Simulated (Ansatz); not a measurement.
We consider RuSb (model structure, started from the CoSn type, P6/mmm, No. 191, 6 atoms in the cell), described by LDA (Ansatz, a first-principles code, PAW).

Numerical settings: plane-wave cutoff 520 eV, 12×12×12 k mesh, Fermi–Dirac smearing 0.05 eV, no spin polarisation, scalar-relativistic PAW data made under PBE.

Cell (relaxed at this level):

```
RuSb
1.0
    5.60452     0.00000     0.00000
   -2.80226     4.85365     0.00000
    0.00000     0.00000     4.12898
Ru Sb
3 3
Direct
  0.50000   0.00000   0.00000
  0.50000   0.50000   0.00000
  0.00000   0.50000   0.00000
  0.00000   0.00000   0.00000
  0.33333   0.66667   0.50000
  0.66667   0.33333   0.50000
```

Q: What does this level give for the bulk modulus B0?

A: 
- bulk modulus B0: 176 GPa

Note: the run has no spin polarisation, so it can have missed a magnetic state; the bulk modulus is −V dP/dV from two relaxed cells at ±2 % in volume; the relaxation could raise the start's symmetry but not lower it, so the cell can be a saddle point.

Spin–orbit coupling is not included; it can open a gap where bands touch, and shift volumes and moduli.

It cost about 6 core-minutes (a rough figure) of CPU time.

A model structure was made by putting elements into a prototype or built by hand; it is no filed structure, need not be a known phase, and can be a saddle point held by its symmetry.
